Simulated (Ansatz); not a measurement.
Input and output of a self-consistent single point for Ti3Zn (I4mm, 4 atoms in the cell) (Ansatz, a quantum-chemistry and plane-wave program).

Method of the run: PBEsol, default PAW files made with PBE (plane waves; Ansatz).

```yaml
crystal:
  lattice:
    - [-1.96921, 1.96921, 4.20397]
    - [1.96921, -1.96921, 4.20397]
    - [1.96921, 1.96921, -4.20397]
  atoms:
    - { symbol: Ti, position: [0.75000, 0.25000, 0.50000], spin: 1.0 }
    - { symbol: Ti, position: [0.25000, 0.75000, 0.50000], spin: 1.0 }
    - { symbol: Ti, position: [0.50595, 0.50595, 0.00000], spin: 1.0 }
    - { symbol: Zn, position: [0.00000, 0.00000, 0.00000] }
```
(The spins are starting values, not results.)

Reference input (self-consistent single point, DFT, PBEsol, plane waves, default PAW files made with PBE): basis.ecutwfc = 420 eV; kpoints.mp_grid.grid = 8 8 8; hamiltonian.xc = pbesol; hamiltonian.pseudopotentials = {kind: paw} (the program's default PAW files); magnetization.spin_polarized = true; scf.occupations.method = fermi_dirac; scf.occupations.width = 0.1 eV. This run's input differs from it in these lines:

Ansatz 0.2 input:
```diff
@@ -13,3 +13,3 @@
 kpoints:
-  mp_grid: { grid: [8, 8, 8] }
+  mp_grid: { grid: [13, 13, 13] }
 hamiltonian:
@@ -20,3 +20,3 @@
 scf:
-  occupations: { method: fermi_dirac, width: 0.1 }
+  occupations: { method: methfessel_paxton, width: 0.01 }
 output:
```

Output, abridged:

```
SCF iter   1: F=—  HF=-10704.562339 eV  |F-HF|=—  |Δ(HF+E_count)|=         —  Δρ=7.08e-2 (↑7.08e-2 ↓4.74e-2)  dr2=4.44e0  dr2_m=1.07e0  M=0.419 μB ∫|m|=0.517 μB  β_m=0.30  ethr=3.10e-3  ⟨swp⟩=4.6  Hψ=40751  notcnv=0
Mixer restart at iter 1: flushing history
all-band conjugate gradients solve this SCF's bands
preconditioner: auto → Kerker (q_TF=auto, 2.592 Å⁻¹)
spin=Collinear: Kerker preconditioning applied to the charge; magnetization (m = ρ↑ − ρ↓) channel mixes plain (no charge-response kernel on spin).
   [... lines left out ...]
SCF iter  16: F=—  HF=-10703.049522 eV  |F-HF|=—  |Δ(HF+E_count)|=   2.66e-9  S|Δr|=    0.00e0  Δρ=9.81e-7 (↑9.81e-7 ↓6.47e-7)  dr2=9.03e-10  dr2_m=1.74e-10  M=-0.000 μB ∫|m|=0.000 μB  β_m=0.85  ethr=4.94e-11  ⟨swp⟩=3.0  Hψ=27507  notcnv=0
SCF iter  17: F=-10703.049522 eV  HF=-10703.049522 eV  |F-HF|=0.00e0  |Δ(HF+E_count)|=  5.28e-10  S|Δr|=    0.00e0  Δρ=4.37e-7 (↑3.05e-7 ↓4.37e-7)  dr2=1.16e-10  dr2_m=4.73e-11  M=-0.000 μB ∫|m|=0.000 μB  ethr=1.88e-12  ⟨swp⟩=3.0  Hψ=24696  notcnv=0
SCF 1 converged in 17 iterations: F = -10703.049522 eV  dr2 = 1.16e-10
WARN: the starting moments were not kept: the SCF closed with an absolute magnetisation of 1.9e-5 μB, where they sum to 3 μB in size (3 sites) …
   [... lines left out ...]
Absolute magnetization: 0.0000 μB (∫|ρ↑−ρ↓|, with the PAW one-centre terms)
Free energy (F): -10703.049522 eV
Fermi energy:    12.850099 eV
   [... lines left out ...]
  atom   4  Zn    -0.00000000    -0.00000000     0.07748771
--- Stress (GPa, compression-positive) ---
       -4.603344       0.000000       0.000000
        0.000000      -4.603344       0.000000
        0.000000       0.000000      -5.628017
  P = ⅓ Tr σ = -4.9449 GPa (-49.449 kbar)
  The stress holds the Pulay correction. Without it, at fixed plane waves, as pw.x and ABINIT print it: P = -4.9720 GPa
```

The run converged in 17 iterations. Against the reference run the free energy rises by 16.5 meV/atom, the pressure goes from -4.68 to -4.94 GPa and the largest force goes from 0.270 to 0.252 eV/Å.

The starting cell comes from a database of computed structures (which also holds hypothetical and non-ambient phases and stackings), without a prior relaxation at this level. Its lattice was rescaled by up to half a per cent. One atom was moved a little off its site on purpose. The starting moments vanished: the run ended non-magnetic. The program warned that a starting moment was not kept. With a pressure of about -5 GPa the cell is away from its equilibrium volume at this level. Ansatz's pressure includes its estimate of the finite-basis (Pulay) stress.

Cost on one core of a shared machine: roughly 3 min.
